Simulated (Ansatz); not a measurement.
System: TaGe2 (model structure, started from the AlB2 type, P6/mmm, No. 191, 3 atoms in the cell). Method: r²SCAN (Ansatz, a quantum-chemistry and plane-wave program, PAW).

Numerical settings: plane-wave cutoff 560 eV, 18×18×12 k mesh (along the axes of the cell as run), Fermi–Dirac smearing 0.05 eV, scalar-relativistic PAW data made under PBE.

Cell (relaxed at this level):

```xyz
3
Lattice="4.6436 0.0000 0.0000 -2.3218 4.0215 0.0000 0.0000 0.0000 2.6899" Properties=species:S:1:pos:R:3 pbc="T T T"
Ta     0.0000     0.0000     0.0000
Ge     0.0000     2.6810     1.3449
Ge     2.3218     1.3405     1.3449
```

Question: What does this level give for the bulk modulus?

Answer: 
bulk modulus: 133 GPa

The run finds no gap.

Note: the bulk modulus is −V dP/dV from two relaxed cells at ±2 % in volume; the relaxation could raise the start's symmetry but not lower it, so the cell can be a saddle point.

Spin–orbit coupling is not included; it can open a gap where bands touch, and shift volumes and moduli.

Computed values are for the static lattice.

A model structure was made by putting elements into a prototype or built by hand; it is no filed structure, need not be a known phase, and can be a saddle point held by its symmetry.
